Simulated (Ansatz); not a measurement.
Base system: Ag in the fcc (Cu type) structure (space group Fm-3m, No. 225; relaxed with 0.1 eV smearing).

```xyz
1
Lattice="0.0000 2.0521 2.0521 2.0521 0.0000 2.0521 2.0521 2.0521 0.0000" Properties=species:S:1:pos:R:3 pbc="T T T"
Ag     0.0000     0.0000     0.0000
```

Cartesian axes are those of the cell as printed.

The values are results of Ansatz (a program for electronic structure) r2SCAN, no spin-orbit coupling, not measurements.

It is then changed as follows: uniaxial strain ε_zz = +1.00 %, all other strain components held at zero, atoms relaxed at fixed cell.

Task: Predict the stress tensor and what it implies for the stiffness.

Result: Stress of the strained cell less that of the base (GPa, compression positive):
```
   -0.9     0.0     0.0
    0.0    -0.9     0.0
    0.0     0.0    -1.2
```

Then −Δσ_ii/ε with ε = 0.0100 gives relaxed-ion elastic constants: C33 ≈ 120 GPa, C13 ≈ 89 GPa and C23 ≈ 89 GPa.

No phonon test of stability was made.
